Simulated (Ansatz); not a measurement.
An Ansatz (an electronic-structure program) input (Kohn–Sham DFT with the LDA functional, run in Ansatz with PAW and 420 eV plane waves, scalar-relativistic without spin-orbit coupling):

Ansatz 0.2 input:
```yaml
crystal:
  lattice:
    - [0, 3.1840508086, 3.1522103005]
    - [3.1840508086, 0, 3.1522103005]
    - [3.1840508086, 3.1840508086, 0]
  atoms:
    - { symbol: Mg, position: [0, 0, 0] }
    - { symbol: Te, position: [0.25, 0.25, 0.25] }
basis: { ecutwfc: 420, ecutrho_ratio: 4, xc_grid: 2, fft_grid_basis: typed }
kpoints: { mp_grid: { grid: [9, 9, 9] } }
hamiltonian:
  xc: lda
  dispersion: none
  pseudopotentials: { kind: paw }
scf: { occupations: { method: fermi_dirac, width: 0.05 }, convergence: { dr2_threshold: 0.0000000002 } }
relax: { f_tol: 0.005, max_steps: 50 }
output: { forces: true, stress: true }
checkpoint: { write: state.ck, write_every: 1000 }
```

Question: Which symmetry and how many k-points will the program report, and about how many plane waves at Γ?

Answer: Space group I-4m2 (ITA 119) with 8 operations, k-points 75 of 729, and 1243 plane waves at Γ.

Question: And the final pressure?

Answer: 0.40 GPa (compression positive).

The cells carry an imposed strain or load. Whether these cells are dynamically stable was not tested. The cell was made from MgTe in the zinc blende structure (space group F-43m, No. 216) by this change: uniaxial strain ε_zz = −1.00 %.
